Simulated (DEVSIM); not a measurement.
Structure: W/HfO2/p-Ge capacitor, at 300 K.

```csv
layer (left to right),material,thickness (nm),Na (cm⁻³)
1,HfO2,9.60,-
2,Ge,13000,2.1e15
```

Metal gate on the left, work function 4.6 eV. Fixed charge at the semiconductor interface 3e11 cm⁻² (in units of +e); no interface traps.

Constants are typed, rounded textbook-type inputs, not results; the design itself was drawn at random and stands for no fabricated device. Values at 300 K.

```csv
parameter,HfO2,Ge
gap (eV),5.7,0.664
affinity (eV),2.5,4
permittivity,22,16
Nc (cm⁻³),-,1.04e19
Nv (cm⁻³),-,6e18
```

DEVSIM, 1D Poisson equation in equilibrium, Boltzmann statistics, complete ionisation; no quantum confinement or tunnelling. Metal contacts follow the ideal Schottky-Mott rule: no Fermi-level pinning, no interface dipoles.

Problem. Tabulate band edges, carrier densities and field at 0.3 V on the gate.

Solution. Energies count from the Fermi level of the right contact; mesh points crowd at the junctions.

| x (μm) | Ec (eV) | Ev (eV) | n (cm⁻³) | p (cm⁻³) | field (V/cm) |
|---|---|---|---|---|---|
| 0.000 | 1.800 | -3.900 | < 1e2 | < 1e2 | -18000 |
| 0.001535 | 1.797 | -3.903 | < 1e2 | < 1e2 | -18000 |
| 0.004594 | 1.792 | -3.909 | < 1e2 | < 1e2 | -18000 |
| 0.007795 | 1.786 | -3.914 | < 1e2 | < 1e2 | -18000 |
| 0.009814 | 0.282 | -0.382 | 1.9e14 | 2.3e12 | 8500 |
| 0.01187 | 0.284 | -0.380 | 1.8e14 | 2.5e12 | 8500 |
| 0.01701 | 0.288 | -0.376 | 1.5e14 | 3.0e12 | 8300 |
| 0.03748 | 0.305 | -0.359 | 7.8e13 | 5.6e12 | 7800 |
| 0.08096 | 0.337 | -0.327 | 2.3e13 | 1.9e13 | 6800 |
| 0.1895 | 0.396 | -0.268 | 2.3e12 | 1.9e14 | 4300 |
| 0.4607 | 0.452 | -0.212 | 2.7e11 | 1.6e15 | 600 |
| 1.593 | 0.458 | -0.206 | 2.1e11 | 2.1e15 | ≈ 0 |
| 3.966 | 0.458 | -0.206 | 2.1e11 | 2.1e15 | ≈ 0 |
| 8.682 | 0.458 | -0.206 | 2.1e11 | 2.1e15 | ≈ 0 |
| 11.73 | 0.458 | -0.206 | 2.1e11 | 2.1e15 | ≈ 0 |
| 12.50 | 0.458 | -0.206 | 2.1e11 | 2.1e15 | ≈ 0 |
| 12.81 | 0.458 | -0.206 | 2.1e11 | 2.1e15 | ≈ 0 |
| 12.93 | 0.458 | -0.206 | 2.1e11 | 2.1e15 | ≈ 0 |
| 12.99 | 0.458 | -0.206 | 2.1e11 | 2.1e15 | ≈ 0 |
| 13.00 | 0.458 | -0.206 | 2.1e11 | 2.1e15 | ≈ 0 |
| 13.01 | 0.458 | -0.206 | 2.1e11 | 2.1e15 | ≈ 0 |
| 13.01 | 0.458 | -0.206 | 2.1e11 | 2.1e15 | ≈ 0 |
